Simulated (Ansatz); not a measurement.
Start from Al2O3 in the corundum structure (space group R-3c, No. 167).

```
Al2O3
1.0
    2.40441     1.38819     4.37463
   -2.40441     1.38819     4.37463
    0.00000    -2.77638     4.37463
Al O
4 6
Direct
  0.35215   0.35215   0.35215
  0.14785   0.14785   0.14785
  0.64785   0.64785   0.64785
  0.85215   0.85215   0.85215
  0.55618   0.94382   0.25000
  0.25000   0.55618   0.94382
  0.94382   0.25000   0.55618
  0.44382   0.05618   0.75000
  0.75000   0.44382   0.05618
  0.05618   0.75000   0.44382
```

Calculations: PBE/PAW in Ansatz (a first-principles code), no SOC.

Base values:

The valence-band top at Γ is 0.00, -0.03, -0.03 eV and the shortest interatomic distance is 1.874 Å.

Perturbation: cell and atoms relaxed at a pressure of 9 GPa.

How does this affect the valence-band top at Γ?

The valence-band top at Γ (three highest levels, from the VBM) goes from 0.00, -0.03, -0.03 eV to 0.00, -0.06, -0.06 eV.

How does this affect the shortest interatomic distance?

The shortest interatomic distance decreases by 0.0227 Å to 1.852 Å.

The levels and masses belong to the bands next to the band gap. Load acts through the strain it causes; cell and atoms are relaxed under it. Whether these cells are dynamically stable was not tested. No other phases were tried under pressure.
